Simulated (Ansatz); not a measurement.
# SnSiO₄ (model structure, started from the ZrSiO4 type, I4₁/amd, No. 141, 12 atoms in the cell)

Computed with PBEsol+SOC (Ansatz, a first-principles code, plane waves, PAW).

Settings: plane-wave cutoff 520 eV, 6×6×6 k mesh, Fermi–Dirac smearing 0.01 eV, PAW data made under PBE.

Cell (relaxed with PBEsol):

```cif
data_O8Si2Sn2
_chemical_formula_sum 'Sn2 Si2 O8'
_space_group_name_H-M_alt 'P 1'
_space_group_IT_number 1
_cell_length_a 5.50496
_cell_length_b 5.50496
_cell_length_c 5.50496
_cell_angle_alpha 107.741
_cell_angle_beta 107.741
_cell_angle_gamma 112.990
loop_
_space_group_symop_operation_xyz
  'x, y, z'
loop_
_atom_site_label
_atom_site_type_symbol
_atom_site_fract_x
_atom_site_fract_y
_atom_site_fract_z
_atom_site_occupancy
Sn1 Sn 0.00000 0.00000 0.00000 1
Sn2 Sn 0.75000 0.25000 0.50000 1
Si1 Si 0.50000 0.50000 0.00000 1
Si2 Si 0.25000 0.75000 0.50000 1
O1 O 0.13204 0.31784 0.81420 1
O2 O 0.06784 0.75364 0.68580 1
O3 O 0.50364 0.31784 0.18580 1
O4 O 0.06784 0.38204 0.31420 1
O5 O 0.61796 0.93216 0.68580 1
O6 O 0.68216 0.86796 0.18580 1
O7 O 0.24636 0.93216 0.31420 1
O8 O 0.68216 0.49636 0.81420 1
```

```
Property                       Result
--------  ---------------------------
band gap  2.28 eV (on the SCF k mesh)
```

Note: the relaxation could raise the start's symmetry but not lower it, so the cell can be a saddle point.

The computed numbers hold no vibrational or temperature effects.

Computing time: around 80 core-seconds (rough).

A model structure was made by putting elements into a prototype or built by hand; it is no filed structure, need not be a known phase, and can be a saddle point held by its symmetry.
